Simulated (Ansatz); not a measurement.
System: TaN (P-6m2, No. 187, 2 atoms in the cell; start mp-1459; a measured phase of this formula has another space group). Method: PBE0 (plane waves, PAW; Ansatz, an electronic-structure program).

Input:

Ansatz 0.2 input:
```yaml
crystal:
  lattice:
    - [2.9237138622, 0.0, 0.0]
    - [-1.4618569311, 2.5320104781, 0.0]
    - [0.0, 0.0, 2.8706567523]
  atoms:
    - { symbol: Ta, position: [0.0, 0.0, 0.5] }
    - { symbol: N, position: [0.6666666667, 0.3333333333, 0.0] }
basis:
  ecutwfc: 460
  ecutrho_ratio: 4
  xc_grid: 2
kpoints:
  mp_grid: { grid: [9, 9, 8] }
hamiltonian:
  xc: pbe0
  dispersion: none
  pseudopotentials: { azcp: { folder: ./paw }, kind: paw }
scf:
  occupations: { method: fermi_dirac, width: 0.01 }
  convergence: { dr2_threshold: 0.0000000002 }
output:
  forces: true
  stress: true
  eigenvalues: true
```

Question: How many irreducible k-points, plane waves at Γ does the program set up, and what pressure does the run end with?

Answer: 60 irreducible k-points, 467 plane waves at Γ; P = 1.99 GPa, so the cell is compressed on average and its volume would grow at this level.

The run printed, among other lines:

```
WARN output.stress: scf.exx.energy_threshold = 1e-6 eV is looser than the 2e-8 eV advised for a stress under a hybrid functional (1e-8 eV for each atom of the …
Crystal: 2 atoms, lattice volume = 21.251 Å³
Basis set: ecut = 460 eV, 467 PW (Γ), exchange–correlation on 48×48×48 points (8 copies of the dense FFT grid, shifted against one another)
Bands: 13, of which v1, the nominal top of the filled ones, is band 9 counted from 1 (8 counted from 0)
Symmetry: 12 space group operations
Space group: P-6m2 (ITA 187), of the structure as read, at distance tolerance 2.8e-5 Å
k-points: 60 of 648 (time reversal used)
Initial density: superposition of atomic densities (chi_scale 0.1, normalization cell, long waves kept (reshape's long-wave potential 0.00 eV rms))
Functional: x = pbe(κ = 0.804, μ = 0.2195149727645171), c = pbe(β = 0.06672455060314922), warm-up for x = 0.75 pbe(κ = 0.804, μ = 0.2195149727645171) + 0.25 exact, c = pbe(β = 0.06672455060314922)
SCF iter   1: F=—  HF=-10319.504230 eV  |F-HF|=—  |Δ(HF+E_count)|=         —  Δρ=5.35e-2  dr2=4.53e-1
SCF iter   2: F=—  HF=-10319.477356 eV  |F-HF|=—  |Δ(HF+E_count)|=   2.69e-2  Δρ=2.62e-2  dr2=8.62e-2
  ...
SCF 1 converged in 8 iterations: F = -10319.483406 eV  dr2 = 4.32e-11
Crystal: 2 atoms, lattice volume = 21.251 Å³
Initial density: handed on by an earlier stage of this run
Functional: x = 0.75 pbe(κ = 0.804, μ = 0.2195149727645171) + 0.25 exact, c = pbe(β = 0.06672455060314922)
SCF 2 converged in 7 iterations: F = -10317.735835 eV  dr2 = 2.56e-11
Crystal: 2 atoms, lattice volume = 21.251 Å³
Crystal: 2 atoms, lattice volume = 21.251 Å³
SCF iter   9: F=—  HF=-10317.745471 eV  |F-HF|=—  |Δ(HF+E_count)|=   2.66e-8  Δρ=2.42e-6  dr2=1.05e-9
SCF iter  10: F=-10317.745471 eV  HF=-10317.745471 eV  |F-HF|=7.64e-11  |Δ(HF+E_count)|=   1.41e-9  Δρ=9.68e-7  dr2=1.79e-10
SCF 4 converged in 10 iterations: F = -10317.745471 eV  dr2 = 1.79e-10
Free energy (F): -10317.745471 eV
Internal energy: -10317.745401 eV  (E = F + TS)
E sigma→0 (E₀):  -10317.745436 eV
Fermi energy:    20.863196 eV
--- Forces (eV/Å), atoms counted from 1 ---
  atom   1  Ta    -0.00000000     0.00000000     0.00000000
  atom   2  N      0.00000000     0.00000000     0.00000000
--- Stress (GPa, compression-positive) ---
        1.760964       0.000000       0.000000
        0.000000       1.760964       0.000000
        0.000000       0.000000       2.449967
  P = ⅓ Tr σ = 1.9906 GPa (19.906 kbar)
```

The PAW data were made under PBE.

Note: cell and atoms aren't relaxed at this level (pressure 2.0 GPa).

A start named mp-… is a Materials Project structure, which need not be a measured phase.
